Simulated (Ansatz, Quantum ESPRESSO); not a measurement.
A Quantum ESPRESSO input for a self-consistent single point of NiAl (Pm-3m, 2 atoms in the cell) (DFT, PBE, plane waves, SSSP 1.1.2 efficiency (PBE) pseudopotentials):

```fortran
&CONTROL
 calculation = 'scf'
 prefix = 'run'
 outdir = './out'
 pseudo_dir = './'
 tprnfor = .true.
 tstress = .true.
/
&SYSTEM
 ibrav = 0
 celldm(1) = 5.35208233
 nat = 2
 ntyp = 2
 ecutwfc = 50
 ecutrho = 400
 occupations = 'smearing'
 smearing = 'gauss'
 degauss = 0.0099958
/
&ELECTRONS
 conv_thr = 1.0e-11
/
ATOMIC_SPECIES
Al    26.9815  Al.pbe-n-kjpaw_psl.1.0.0.UPF
Ni    58.6934  ni_pbe_v1.4.uspp.F.UPF
ATOMIC_POSITIONS {crystal}
Al    0.50000000    0.50000000    0.50000000
Ni    0.00000000    0.00000000    0.00000000
K_POINTS {automatic}
9 9 9  0 0 0
CELL_PARAMETERS {alat}
   1.00000000     0.00000000     0.00000000
   0.00000000     1.00000000     0.00000000
   0.00000000     0.00000000     1.00000000
```

### Question
Translate this input to Ansatz (a quantum-chemistry and plane-wave program).

### Answer
One input that does it (others would too):

Ansatz 0.2 input:
```yaml
crystal:
  lattice:
    - [2.832200, 0.000000, 0.000000]
    - [0.000000, 2.832200, 0.000000]
    - [0.000000, 0.000000, 2.832200]
  atoms:
    - { symbol: Al, position_ang: [1.416100, 1.416100, 1.416100] }
    - { symbol: Ni, position_ang: [0.000000, 0.000000, 0.000000] }
kpoints:
  mp_grid:
    grid: [9, 9, 9]
hamiltonian:
  xc: pbe
  pseudopotentials:
    kind: paw
scf:
  occupations:
    method: gaussian
    width: 0.136
output:
  forces: true
  eigenvalues: true
  stress: true
```

Basis, cutoffs, solver keys and any potentials are the target program's own. This input uses DFT, PBE, plane waves, default PAW files. Both were run: pressure 11.83 GPa in Quantum ESPRESSO and 11.52 in Ansatz. Ansatz's pressure is the one without its finite-basis correction.

On Ansatz: the starting cell has typed, rounded lattice constants, without a prior relaxation at this level. For this run, on top of that: lattice scaled by 0.98. Spin polarisation is off. With a pressure of about 12 GPa the cell is away from its equilibrium volume at this level.

On Quantum ESPRESSO: the starting cell has typed, rounded lattice constants, without a prior relaxation at this level. For this run, on top of that: lattice scaled by 0.98. Spin polarisation is off. With a pressure of about 12 GPa the cell is away from its equilibrium volume at this level.
